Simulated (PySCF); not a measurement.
PySCF 2.14.0, WB97X/def2-svp, df: Ag(I)(OH2) ([OH2]->[Ag][I]), 5 atoms. The geometry is a generated start, not checked to be a minimum at this level.

- task: energy
- method: wb97x
- basis: def2-svp
- two-electron scheme: density fitting
- mol.max_memory: 3000 MB
- mf.max_cycle: 100
- mf.conv_tol: 1e-09 (default)
- mf.grids.level: 3 (default)
- effective core potentials: those of the basis set, past Kr
- basis functions: 81
- grid points: 78096

```xyz
5

Ag    -0.1190     0.9345    -0.5864
I     -0.2775     3.1104    -1.9659
O      0.0424    -1.0400     0.6526
H      0.1249    -1.0945     1.6070
H      0.2292    -1.9104     0.2928
```

Charge 0 and multiplicity 1 are set for this test and not shown to be the ground state.

With the defaults (mf.DIIS = CDIIS, mf.diis = true, mf.diis_space = 8, mf.init_guess = minao, mf.level_shift = 0) it converges in 16 Fock builds. One run each on 2 threads, 1 BLAS thread, with these changes:
- mf.diis = false
- mf.DIIS = EDIIS
- mf.init_guess = 1e
- mf.diis_space = 12
- mf.init_guess = mod_huckel
- mf.diis_space = 3
- mf.diis_space = 20
- mf.level_shift = 0.1 Hartree
- mf.DIIS = ADIIS

Question: Which of these changes keep the SCF from converging, or lead it to another solution?

Answer: No convergence: mf.DIIS = EDIIS; mf.diis = false (the run ends without SCF convergence in 100 cycles). The rest reach the solution of the defaults.

```json
[
 {"setting": "mf.init_guess = mod_huckel", "Fock builds": "12", "end": "same solution"},
 {"setting": "the defaults", "Fock builds": "16", "end": "same solution"},
 {"setting": "mf.diis_space = 12", "Fock builds": "16", "end": "same solution"},
 {"setting": "mf.diis_space = 20", "Fock builds": "16", "end": "same solution"},
 {"setting": "mf.level_shift = 0.1 Hartree", "Fock builds": "16", "end": "same solution"},
 {"setting": "mf.diis_space = 3", "Fock builds": "19", "end": "same solution"},
 {"setting": "mf.init_guess = 1e", "Fock builds": "20", "end": "same solution"},
 {"setting": "mf.DIIS = ADIIS", "Fock builds": "24", "end": "same solution"},
 {"setting": "mf.DIIS = EDIIS", "Fock builds": "101", "end": "no convergence"},
 {"setting": "mf.diis = false", "Fock builds": "101", "end": "no convergence"}
]
```
